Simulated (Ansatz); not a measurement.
Given:

```
CELL_PARAMETERS angstrom
      4.60774     0.00000     0.00000
      0.00000     4.60774     0.00000
      2.30387    -2.30387     3.27968
ATOMIC_POSITIONS crystal
  K  0.00000 0.00000 0.00000
  Br 0.50000 0.50000 0.00000
```

No spin polarisation.

The values are results of Kohn–Sham DFT with the PBEsol functional, run in Ansatz (a program for electronic structure) with PAW and 420 eV plane waves, scalar-relativistic without spin-orbit coupling, not measurements. Γ-centred 9×9×9 mesh, Fermi–Dirac width 0.05 eV.

Problem. Predict the in-plane stress, gap character, electron mass and space group.

Solution. The mean in-plane stress (compression positive) is +0.2 GPa, the gap character is direct at Γ and the electron mass is 0.37 mₑ (at Γ). The space group is I4/mmm (No. 139).

The cells carry an imposed strain or load. Effective masses come from finite differences of ±0.01 Å⁻¹. Stability against distortions was not tested. The cell was made from KBr in the rock salt structure (space group Fm-3m, No. 225) by this change: biaxial strain −0.50 %, plane normal [001], relaxed out of plane.
